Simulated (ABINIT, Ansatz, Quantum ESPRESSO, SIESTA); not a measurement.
**Code comparison for KTaO₃ (Pm-3m, 5 atoms in the cell)**

Self-consistent single point.

```
CELL_PARAMETERS angstrom
      4.07677     0.00000     0.00000
      0.00000     4.07677     0.00000
      0.00000     0.00000     4.07677
ATOMIC_POSITIONS crystal
  K  0.50000 0.50000 0.50000
  Ta 0.00000 0.00000 0.00000
  O  0.00000 0.50000 0.00000
  O  0.50000 0.00000 0.00000
  O  0.00000 0.00000 0.50000
```

Shared settings, as Ansatz (an electronic-structure program) writes them: kpoints.mp_grid.grid = 5 5 5; scf.occupations.method = fixed. Potentials and cutoffs stand in the table.

```
code                                                                                                                                model  pressure (GPa)       cutoff
----------------  -----------------------------------------------------------------------------------------------------------------------  --------------  -----------
Quantum ESPRESSO                                                          PBE, PseudoDojo standard norm-conserving (PBE) pseudopotentials           -7.45        85 Ry
ABINIT                                                           PBE, norm-conserving pseudopotentials (PseudoDojo nc-sr-05 PBE standard)           -7.46        42 Ha
Ansatz                                                                                                             PBE, default PAW files           -7.23       420 eV
SIESTA            GGA PBE, numerical atomic orbitals TZP, PseudoDojo PBE standard norm-conserving potentials (rewritten from UPF to PSML)           -5.94  grid 350 Ry
```

On Ansatz's run: spin-orbit coupling is off. Spin polarisation is off.

The spread over the programs that give each value: pressure within 1.52 GPa.

SIESTA uses small atom-centred bases, whose incompleteness enters pressures, forces and empty levels differently from a plane-wave cutoff. Ansatz's pressure is given at a fixed set of plane waves, as the other plane-wave codes print theirs; with its correction for the finite basis it is -6.70 GPa (the shift of 0.53 GPa shows how far the cutoff is from converged). In the pressure, SIESTA (by 1.52) lies more than 1 GPa from the median of the plane-wave programs.

This mesh misses zone-boundary points where a band edge of such crystals can lie, so no gaps are given.

On the base mesh (6 6 6) the same programs gave: Ansatz pressure -7.22 GPa; Quantum ESPRESSO pressure -7.45 GPa; ABINIT pressure -7.46 GPa; SIESTA pressure -5.93 GPa.

The starting cell comes from a database of computed structures (which also holds hypothetical and non-ambient phases and stackings), without a prior relaxation at this level. Its lattice was rescaled by a random factor within 2.5 % of one.

Left out of this page: GPAW, Elk and FLEUR (not drawn, or without a comparable value); CP2K (on another mesh).

Keys are those of Ansatz 0.2.
